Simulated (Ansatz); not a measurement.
End structure of a constructed model of the (111)A surface of zinc-blende InAs, In-terminated, 2x2 As adatom at T4 (bottom of the slab: 3 H on 4 bottom sites):

```
CELL_PARAMETERS angstrom
      8.74788     0.00000     0.00000
     -4.37394     7.57589     0.00000
      0.00000     0.00000    31.00000
ATOMIC_POSITIONS crystal
  As 0.00304 0.99700 0.31925
  As 0.49436 0.99718 0.31929
  As 0.00304 0.50604 0.31925
  As 0.50052 0.50026 0.29917
  In 0.34784 0.19562 0.34108
  In 0.83366 0.16683 0.34145
  In 0.34784 0.65223 0.34108
  In 0.80446 0.65223 0.34147
  As 0.33333 0.16667 0.42756
  As 0.83333 0.16667 0.42756
  As 0.33333 0.66667 0.42756
  As 0.83333 0.66667 0.42756
  In 0.16667 0.33333 0.45636
  In 0.66667 0.33333 0.45636
  In 0.16667 0.83333 0.45636
  In 0.66667 0.83333 0.45636
  As 0.16660 0.33330 0.54392
  As 0.67312 0.34576 0.54271
  As 0.15371 0.82685 0.54261
  As 0.67312 0.82735 0.54271
  In 0.00292 0.00647 0.57689
  In 0.49972 0.99986 0.55323
  In 0.00292 0.49645 0.57689
  In 0.49407 0.49704 0.57673
  As 0.98858 0.97500 0.66390
  As 0.50240 0.00120 0.64090
  As 0.98858 0.51358 0.66390
  As 0.52629 0.51315 0.66377
  In 0.33868 0.16312 0.67887
  In 0.82693 0.16346 0.67892
  In 0.33868 0.67556 0.67887
  In 0.83373 0.66686 0.71956
  H  0.99848 0.00287 0.27005
  H  0.50412 0.00206 0.27008
  H  0.99848 0.49560 0.27005
  As 0.50060 0.00030 0.72591
```

Model: 36-atom slab, 14.8 Å thick at the start with caps and adatoms, 3x3x1 mesh, Fermi-Dirac 0.025 eV, dipole correction, 8 atoms held, the rest relaxed; start symmetry kept, larger cells not searched; no spin, no spin-orbit, no U. In PBE it lies 0.11 eV a 1x1 cell over the lowest computed structure of the same composition (2x2 As adatom at H3).

Estimate the gap of the slab on its k-mesh that PBE (Ansatz, an electronic-structure program) returns for this input.

0.28 eV

Give the highest filled level below the top vacuum level at the level PBE.

4.76 eV
